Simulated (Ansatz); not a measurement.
## What isotropic strain −1.20 % does to ZnS

The parent structure is ZnS in the wurtzite structure (space group P6_3mc, No. 186; a = 3.845 Å, c = 6.305 Å).

The change: every lattice vector is shortened by 1.20 %; the atoms relax in the strained cell.

The values are results of PBE (Ansatz, an electronic-structure program; PAW; 420 eV plane waves; without spin-orbit coupling), not measurements. k-mesh 10×10×5 (Γ-centred); smearing 0.05 eV (Fermi–Dirac).

```json
[
 {"quantity": "volume per atom", "base": "20.18 Å³", "changed": "19.47 Å³", "shift": "-0.718 Å³"},
 {"quantity": "shortest interatomic distance", "base": "2.357 Å", "changed": "2.329 Å", "shift": "-0.028 Å"},
 {"quantity": "energy relative to the base (free energy F)", "base": "0 meV/atom", "changed": "+5.9 meV/atom", "shift": "+5.9 meV/atom"},
 {"quantity": "pressure (mean of the normal stresses, compression positive)", "base": "0.0 kbar", "changed": "27.1 kbar", "shift": "+27.1 kbar"},
 {"quantity": "band gap", "base": "2.08 eV", "changed": "2.24 eV", "shift": "+0.16 eV"},
 {"quantity": "gap character", "base": "direct at Γ", "changed": "direct at Γ", "shift": "–"},
 {"quantity": "mean gap deformation potential ΔEg/Δln V", "base": "–", "changed": "-4.5 eV", "shift": "–"},
 {"quantity": "width of the top valence band", "base": "2.03 eV", "changed": "2.15 eV", "shift": "+0.12 eV"},
 {"quantity": "electron mass", "base": "0.16 mₑ along c, 0.18 mₑ across (at Γ)", "changed": "0.16 mₑ along c, 0.19 mₑ across (at Γ)", "shift": "–"},
 {"quantity": "valence-band top at Γ (three highest levels, from the VBM)", "base": "0.00, 0.00, -0.07 eV", "changed": "0.00, 0.00, -0.08 eV", "shift": "–"}
]
```

Cost of the whole job for the changed cell (relaxation, final SCF and bands): around 24 core-seconds (rough).

Masses are band curvatures over ±0.01 Å⁻¹ around the edge. Whether these cells are dynamically stable was not tested.
